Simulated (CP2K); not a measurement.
Worked example: self-consistent single point of RbBH₄ (F-43m, 6 atoms in the cell) in CP2K.

Method: PBEsol, GPW, DZVP-MOLOPT-SR-GTH basis, GTH-PBE potentials (GTH_POTENTIALS) in CP2K.

The change in words: lattice scaled by 0.98. Reference geometry:
```
CELL_PARAMETERS angstrom
      4.88362     0.00000     0.00000
      2.44181     4.22934     0.00000
      2.44181     1.40978     3.98746
ATOMIC_POSITIONS crystal
  Rb 0.00000 0.00000 0.00000
  B  0.50000 0.50000 0.50000
  H  0.60242 0.60242 0.60242
  H  0.19274 0.60242 0.60242
  H  0.60242 0.60242 0.19274
  H  0.60242 0.19274 0.60242
```

Reference input (self-consistent single point, DFT PBEsol, GPW, DZVP-MOLOPT-SR-GTH basis, GTH-PBE potentials (GTH_POTENTIALS)): CUTOFF = 500 Ry; REL_CUTOFF = 40 Ry; KPOINTS/SCHEME = MONKHORST-PACK 6 6 6; GAMMA_CENTERED = T; XC_FUNCTIONAL = PBE:PBESOL; Rb/BASIS_SET = DZVP-MOLOPT-SR-GTH; Rb/POTENTIAL = GTH-PBE-q9; B/BASIS_SET = DZVP-MOLOPT-SR-GTH; B/POTENTIAL = GTH-PBE-q3; H/BASIS_SET = DZVP-MOLOPT-SR-GTH; H/POTENTIAL = GTH-PBE-q1; METHOD = GPW. This run's input differs from it in these lines:

```diff
@@ -63,4 +63,4 @@
     &CELL
-      ABC 4.88361900 4.88361865 4.88361847
-      ALPHA_BETA_GAMMA 60.00000560 60.00000316 60.00000440
+      ABC 4.78594600 4.78594616 4.78594648
+      ALPHA_BETA_GAMMA 59.99999900 60.00000335 60.00000109
       PERIODIC XYZ
```

Output (repeated stretches shortened):

```
 SCF WAVEFUNCTION OPTIMIZATION

  Step     Update method      Time    Convergence         Total energy    Change
     1 NoMix/Diag. 0.20E+00      -     1.41913814       -28.7655769366 -2.88E+01
     2 Broy./Diag. 0.20E+00      -     0.02846709       -28.6760889100  8.95E-02
     3 Broy./Diag. 0.20E+00      -     0.12780290       -28.8891159891 -2.13E-01
     4 Broy./Diag. 0.20E+00      -     0.00705679       -29.2050744267 -3.16E-01
     5 Broy./Diag. 0.20E+00      -     0.01573357       -29.2733214919 -6.82E-02
     6 Broy./Diag. 0.20E+00      -     0.00593486       -29.2701765813  3.14E-03
   [... 10 lines left out ...]
    17 Broy./Diag. 0.20E+00      -     0.00001262       -29.2441074765 -4.07E-05
    18 Broy./Diag. 0.20E+00      -     0.00000536       -29.2441189133 -1.14E-05
    19 Broy./Diag. 0.20E+00      -     0.00000335       -29.2441172973  1.62E-06
    20 Broy./Diag. 0.20E+00      -     0.00000092       -29.2441157513  1.55E-06
  *** SCF run converged in    20 steps ***

  Overlap energy of the core charge distribution:               0.00000541272884
  Self energy of the core charge distribution:                -58.33333101036470
  Core Hamiltonian energy:                                     14.49067765007832
  Hartree energy:                                              20.80938537273508
  Exchange-correlation energy:                                 -6.21085317646496

  Total energy:                                               -29.24411575128742

                     Mulliken Population Analysis

 #  Atom  Element  Kind  Atomic population                           Net charge
       1     Rb       1          8.464593                              0.535407
       2     B        2          3.786268                             -0.786268
   [... lines left out ...]

 STRESS| Analytical stress tensor [bar]
 STRESS|                        x                   y                   z
 STRESS|      x        2.60848276265E+04   2.37532799204E-01   1.68018407667E-01
 STRESS|      y        2.37532799204E-01   2.60845206802E+04   6.95550740472E-02
 STRESS|      z        1.68018407667E-01   6.95550740472E-02   2.60844244922E+04
 STRESS| 1/3 Trace                                             2.60845909330E+04
```

The run converged in 20 iterations. Against the reference run the free energy goes up by 6.8 meV/atom, the pressure goes from 0.19 to 2.61 GPa, the largest force goes from 0.148 to 0.635 eV/Å and the gap on the mesh hardly changes (5.839 to 5.843 eV).

The starting cell comes from a database of computed structures (which also holds hypothetical and non-ambient phases and stackings), without a prior relaxation at this level. For this run, on top of that: lattice scaled by 0.98. Values carry the incompleteness of an atom-centred basis. The potentials were made for another functional than the one used.

Cost on one core of a shared machine: roughly 2 min.
